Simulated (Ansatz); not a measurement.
Cell and atoms of amorphous hafnium silicate (Si$_{24}$O$_{50}$Hf):

```xyz
75
Lattice="10.2019 -0.2478 -0.2634 -0.2478 10.4913 0.2422 -0.2634 0.2422 10.5425" Properties=species:S:1:pos:R:3 pbc="T T T"
Si     6.1132     5.5613     7.9280
Si     2.8833     8.5546     2.9456
Si     7.7309    10.3506     6.3551
Si     2.1722     5.8882     4.1565
Si     2.1068     7.9818    10.6378
Si     2.3305     1.0082     3.8184
Si     8.7640     3.8267     4.7301
Si     6.7950    10.2266     9.1435
Si     4.4914     1.7071     9.0753
Si     8.1705     1.7287     2.2883
Si     5.7979     3.0768     0.9300
Si     8.3053     9.1950     3.7372
Si     5.6498     7.7110     3.3274
Si     0.1875     1.9863     5.5044
Si     9.1563     1.3773    10.0684
Si     9.3345     6.3539     3.3287
Si     8.7429     3.8187     8.0533
Si     2.8491     3.6249     1.9417
Si     1.8194     0.3129     9.2949
Si     5.2677     7.5618    10.0016
Si     2.6810     1.4931     6.7509
Si     1.4135     5.0999     9.6224
Si     3.3681     5.6849     7.0961
Si     6.9836     5.8860     1.5976
O      6.6841     6.8738     7.1389
O      7.9228    10.0815     7.9620
O      2.3539     2.2421     2.7270
O      8.3552     9.2000     5.3714
O      5.3269     6.1312     9.2583
O      2.1205     3.9387     0.4441
O      8.5577     0.2561     2.9263
O      2.7627     4.8934     2.9847
O      6.7103     4.4302     0.9393
O      0.6100     5.9893     3.7252
O      6.6822     1.8487     1.5772
O      1.3018     2.3683     6.6451
O      5.9038     8.7925     9.0666
O      5.7993     0.7753     8.7762
O      0.4850     1.0925     9.9214
O      5.9868     6.1635     2.8727
O      0.8042     0.9125     4.4278
O      6.9403     8.6432     3.0877
O      3.2302     0.9818     9.8816
O      8.5793     5.9939     1.9206
O      1.3409     6.6328    10.1777
O      4.4402     3.3677     1.7498
O      2.0412     8.0348     1.6605
O      5.2601     7.6530     4.8765
O      9.4124     7.9997     3.4304
O      9.2828     1.8663     1.0223
O      2.6515     7.4578     4.1254
O      2.4797    10.0817     3.3638
O      6.6151     7.1746     0.6484
O      6.1069    10.1644     6.2267
O      8.5211     5.4224     4.4471
O      2.4953     5.0825     8.3771
O      8.9475     1.1623     5.7863
O     -0.0631     4.7262     8.9461
O      3.8854     2.1748     7.6188
O      2.5591     5.3743     5.6735
O      2.1002     0.2443     7.6620
O      7.3592     4.6290     8.4212
O      5.0683     2.9503     9.9469
O      8.0277     0.1419    10.1497
O      8.0247     2.8871     3.5147
O      8.6690     2.3751     8.8481
O      4.4577     8.4848     2.5271
O      1.4338     9.2334     9.8710
O      4.8518     4.9043     7.0741
O      3.2258     1.1867     5.2191
O      3.7297     7.8994    10.3853
O      0.0553     3.4478     4.7778
O      3.6954     7.3025     7.2335
O      8.5926     3.7140     6.3984
Hf     5.3849     8.2565     6.6728
```

Calculation: PBE, scalar-relativistic without spin-orbit coupling (plane waves to 420 eV, PAW; Ansatz, a first-principles code).

Preparation: random packing, a CHGNet melt and quench, and a DFT relaxation. O atoms were pushed apart under 1.9 Å during the dynamics, to hinder bonds among them. The hot cell started wider than the set density and was brought back towards it in steps. It is the lowest in DFT energy of 2 quenches. It is a model cell: composition and starting density were chosen by hand, and all elements were melted together. No dispersion term was used. Its density started from a set value of 2.44 and ended at 2.44 g/cm³. The quench (nominally 320 K/ps over its main leg) was far faster than any real one, so the model tends to hold more defects than a real film. One small periodic cell is one sample of the glass; other quenches scatter about these values. The volume was held where the preparation left it and the shape relaxed, at a PBE pressure of -2.2 GPa (tension). Stress components on the final sampling reach 2.2 GPa.

Bonds are counted up to Si-Si 2.60 Å, Si-O 1.90 Å, Si-Hf 2.89 Å, O-O 1.58 Å, O-Hf 2.65 Å, Hf-Hf 3.34 Å. Two cations that share two anions don't count as bonded, nor two that share one unless they lie closer than Si-Si 2.38 Å, Si-Hf 2.81 Å, Hf-Hf 3.25 Å.

Problem. Give the coordination numbers, mean bond lengths and angles.

Solution. 
```yaml
Mean coordination of Si by anions: 4.00 (24 with 4)
Mean coordination of O: 2.02 (49 with 2, 1 with 3)
Mean coordination of Hf by anions: 5.00 (1 with 5)
Mean Si-O bond: 1.646 Å (spread 0.022 Å, 96 counted)
Mean O-Hf bond: 2.094 Å (spread 0.216 Å, 5 counted)
Bond angle at Si: mean 109.5°, spread 6.5°
Bond angle at O: mean 139.7°, spread 17.4°
Bond angle at Hf: mean 106.5°, spread 27.2°
```

Problem. Which atoms depart from the most common coordination of their element?

Solution. O37 has 3 (Si20 1.67 Å, Si8 1.69 Å, Hf75 2.51 Å).

Problem. List the pairs of like atoms that count as bonded by the rules above.

Solution. There are none by these rules.
